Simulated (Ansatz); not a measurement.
How far to go with the k-point mesh: AgSnF₆ (P1, 8 atoms in the cell)

```
AgSnF6
1.0
    5.14280     0.00000     0.00000
    2.52786     4.54952     0.00000
    0.08258     2.64332     5.00490
Ag Sn F
1 1 6
Direct
  0.00269   0.99420   0.00999
  0.50000   0.00000   0.50000
  0.56243   0.56139   0.72121
  0.43757   0.43861   0.27879
  0.74822   0.83504   0.26004
  0.25178   0.16496   0.73996
  0.11596   0.14166   0.26436
  0.88404   0.85834   0.73564
```
Moments meant for the start (each program seeds them in its own way; μB, in the order of the atoms Ag Sn F F F F F F): 1.0 0.0 0.0 0.0 0.0 0.0 0.0 0.0.

Method of the run: PBEsol, default PAW files made with PBE (plane waves; Ansatz, a quantum-chemistry and plane-wave program).

Base settings: basis.ecutwfc = 420 eV; kpoints.mp_grid.grid = 3 3 2; hamiltonian.xc = pbesol; hamiltonian.pseudopotentials = {kind: paw} (the program's default PAW files); magnetization.spin_polarized = true; scf.occupations.method = fermi_dirac; scf.occupations.width = 0.02 eV.

Only quantities that move along the ladder and can be compared are tabulated.

The starting cell comes from a database of computed structures (which also holds hypothetical and non-ambient phases and stackings), without a prior relaxation at this level. Its lattice was rescaled by up to half a per cent. One atom was moved a little off its site on purpose. With one magnetic atom in the cell only a parallel order is possible. Ansatz's pressure includes its estimate of the finite-basis (Pulay) stress.

| kpoints.mp_grid.grid | free energy less the last step's (meV/atom) | pressure (GPa) | largest difference of a force vector from the last step's (eV/Å) |
|---|---|---|---|
| 2 2 1 | 22.76 | -0.59 | 0.151 |
| 2 2 2 | 0.54 | -0.82 | 0.016 |
| 2 3 2 | 0.37 | -0.82 | 0.003 |
| 3 3 2 | 0.13 | -0.82 | 0.004 |
| 3 3 3 | -0.04 | -0.82 | 0.002 |
| 3 4 3 | -0.05 | -0.82 | 0.001 |
| 4 4 4 | 0.02 | -0.82 | 0.000 |
| 5 6 5 | 0.01 | -0.82 | 0.000 |
| 7 7 6 | 0.01 | -0.82 | 0.000 |
| 7 8 6 | -0.01 | -0.82 | 0.000 |
| 9 10 8 | 0.01 | -0.82 | 0.000 |
| 11 12 10 | 0.00 | -0.82 | 0.000 |

Coarsest kpoints.mp_grid.grid that holds the free energy within 2 meV/atom of the last step, with all finer ones: 2 2 2; the step before is off by 23 meV/atom.

Coarsest kpoints.mp_grid.grid that holds the forces within 0.01 eV/Å of the last step, with all finer ones: 2 3 2; the step before is off by 0.016 eV/Å.

Coarsest kpoints.mp_grid.grid that holds the pressure within 0.1 GPa of the last step, with all finer ones: 2 2 2; the step before is off by 0.23 GPa.

Keys are those of Ansatz 0.2.
